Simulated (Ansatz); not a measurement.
Amorphous Si33N40, 73 atoms at 2.94 g/cm³, one PBE-relaxed geometry, zone centre. Methods: PBE, scalar-relativistic without spin-orbit coupling (Ansatz, an electronic-structure program); r2SCAN, scalar-relativistic without spin-orbit coupling (Ansatz); HSE06, scalar-relativistic without spin-orbit coupling (Ansatz). Plane waves to 420 eV (r2SCAN 500 eV); exact exchange is cut at the cell's faces. The usual formal charges leave 12 electrons over, so the level spacing at the Fermi energy parts defect or band states and needn't be the band gap. The higher rungs were started with moments on some atoms, which died out.

The cell was made by melting and quenching with the CHGNet potential and then relaxed with DFT. N atoms were pushed apart under 1.9 Å during the dynamics, to hinder bonds among them. The hot cell started wider than the set density and was brought back towards it in steps. It is the lowest in DFT energy of 2 quenches. It is a model cell: composition and starting density were chosen by hand, and all elements were melted together. No dispersion term was used. Its density started from a set value of 2.94 and ended at 2.94 g/cm³. The simulated quench (nominally 380 K/ps over its main leg) is rapid and tends to freeze in more defects than a deposited or slowly cooled glass has. A cell of this size samples the disorder only roughly. The volume was held where the preparation left it and the shape relaxed, at a PBE pressure of 1.1 GPa. Stress components on the final sampling reach 1.2 GPa. On a 2×2×2 Γ-centred mesh force components of up to 0.25 eV/Å stay, since the relaxation ran on the zone centre alone.

The relaxation ran on the zone centre alone. At PBE the level spacing at the Fermi energy is 1.71 eV on a 2×2×2 Γ-centred mesh, and the spacing at the zone centre alone 1.88 eV.

Q: What zone-centre spacing does r2SCAN give, roughly?

A: 2.18 eV (+0.30 eV against PBE).

Q: What zone-centre spacing does HSE06 give, roughly?

A: 2.86 eV (+0.98 eV against PBE).

The highest filled and the lowest empty state spread over these numbers of atoms (participation numbers): PBE: 12.2 and 35.1; r2SCAN: 12.4 and 30.4; HSE06: 12.0 and 32.8.
